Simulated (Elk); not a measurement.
Band structure of CaGaCu (C2/m, 6 atoms in the cell).

```
CaGaCu
1.0
    4.91086    -2.15939     0.00000
    4.91086     2.15939     0.00000
   -4.79041     0.00000     5.15458
Ca Ga Cu
2 2 2
Direct
  0.44423   0.44423   0.69054
  0.55577   0.55577   0.30946
  0.17032   0.17032   0.10330
  0.82968   0.82968   0.89670
  0.83586   0.83586   0.26726
  0.16414   0.16414   0.73274
```

Computed with Elk with LDA (PW92), all-electron FP-LAPW, Elk's shipped species files, default APW+lo basis.

Settings: xctype = 3; rgkmax = 7; stype = 0; swidth = 0.00734986 Ha; ngridk = 4 4 3; rmtscf = 0.91.

The starting cell comes from a database of computed structures (which also holds hypothetical and non-ambient phases and stackings), without a prior relaxation at this level. Its lattice was rescaled by a random factor within 2.5 % of one. Spin polarisation is off. Values depend on the basis (sphere radii, cutoffs, local orbitals), which need not be converged.

Levels in eV from the Fermi level, bands 37 to 44:
```
point     37     38     39     40    41    42    43    44
-----  -----  -----  -----  -----  ----  ----  ----  ----
X      -1.38  -0.90  -0.79  -0.28  0.90  1.49  2.04  2.17
Γ      -2.23  -1.12  -0.84  -0.09  0.09  1.07  2.34  2.44
Y      -1.71  -1.41  -0.39  -0.28  0.86  1.39  1.58  2.58
```

Bands cross the Fermi level along this path, so the cell is metallic at this level.
